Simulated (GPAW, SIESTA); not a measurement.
A GPAW input for a self-consistent single point of Sb (Pm-3m, 1 atom in the cell) (DFT LDA (Perdew-Wang 92), plane waves, GPAW PAW datasets LDA (gpaw-data 1.0.1)):

```python
from ase import Atoms
from ase.units import GPa
from gpaw import GPAW

atoms = Atoms(['Sb'],
              cell=[[3.151482, 0.000000, 0.000000],
                    [0.000000, 3.151482, 0.000000],
                    [0.000000, 0.000000, 3.151482]],
              positions=[[0.000000, 0.000000, 0.000000]],
              pbc=True)

calc = GPAW(mode={'name': 'pw', 'ecut': 600},
            xc='LDA',
            kpts={'size': (14, 14, 14), 'gamma': True},
            occupations={'name': 'methfessel-paxton', 'width': 0.272, 'order': 0},
            nbands=-5,
            convergence={'density': 1e-05, 'energy': 1e-05},
            symmetry={'symmorphic': False, 'tolerance': 0.0005},
            maxiter=100)

atoms.calc = calc

energy = atoms.get_potential_energy()
print('Energy (eV):', round(energy, 6))
forces = atoms.get_forces()
print('Forces (eV/Ang):')
print(forces.round(5))
stress = atoms.get_stress()
print('Stress (GPa, Voigt):', (stress / GPa).round(4))
```

Write the same calculation as an input for SIESTA.

This is the input that was run; spellings and numerical settings could be chosen otherwise.

```
# files in the folder: Sb.psml (PseudoDojo LDA standard)
SystemName  Sb
SystemLabel Sb

NumberOfAtoms                1
NumberOfSpecies              1
%block ChemicalSpeciesLabel
  1 51 Sb
%endblock ChemicalSpeciesLabel
LatticeConstant              3.151482 Ang
%block LatticeVectors
     1.000000000    0.000000000    0.000000000
     0.000000000    1.000000000    0.000000000
     0.000000000    0.000000000    1.000000000
%endblock LatticeVectors
AtomicCoordinatesFormat      Ang
%block AtomicCoordinatesAndAtomicSpecies
     0.000000000    0.000000000    0.000000000  1
%endblock AtomicCoordinatesAndAtomicSpecies

XC.functional                LDA
XC.authors                   PW92
PAO.BasisSize                DZP
PAO.EnergyShift              0.01 Ry
MeshCutoff                   300 Ry
%block kgrid.MonkhorstPack
   14   0   0  0.0
    0  14   0  0.0
    0   0  14  0.0
%endblock kgrid.MonkhorstPack
OccupationFunction           MP
OccupationMPOrder            0
ElectronicTemperature        3156.43 K

MaxSCFIterations             150
SCF.Mixer.Method             Pulay
SCF.Mixer.Weight             0.2
SCF.Mixer.History            8
SCF.DM.Tolerance             1.0E-04
Diag.ParallelOverK           true
WriteForces                  true
Charge.Mulliken              end
```

Basis settings and potentials, where a program has them, do not carry over. This input uses DFT, LDA PW92, numerical atomic orbitals DZP, PseudoDojo LDA standard norm-conserving potentials (rewritten from UPF to PSML). LDA parametrisations can differ slightly between programs. Both were run: pressure -5.72 GPa in GPAW and -5.33 in SIESTA.

On SIESTA: the starting cell comes from a database of computed structures (which also holds hypothetical and non-ambient phases and stackings), without a prior relaxation at this level. Its lattice was rescaled by a random factor within 2.5 % of one. Values carry the incompleteness of an atom-centred basis. With a pressure of about -5 GPa the cell is away from its equilibrium volume at this level.

On GPAW: the starting cell comes from a database of computed structures (which also holds hypothetical and non-ambient phases and stackings), without a prior relaxation at this level. Its lattice was rescaled by a random factor within 2.5 % of one. With a pressure of about -6 GPa the cell is away from its equilibrium volume at this level.
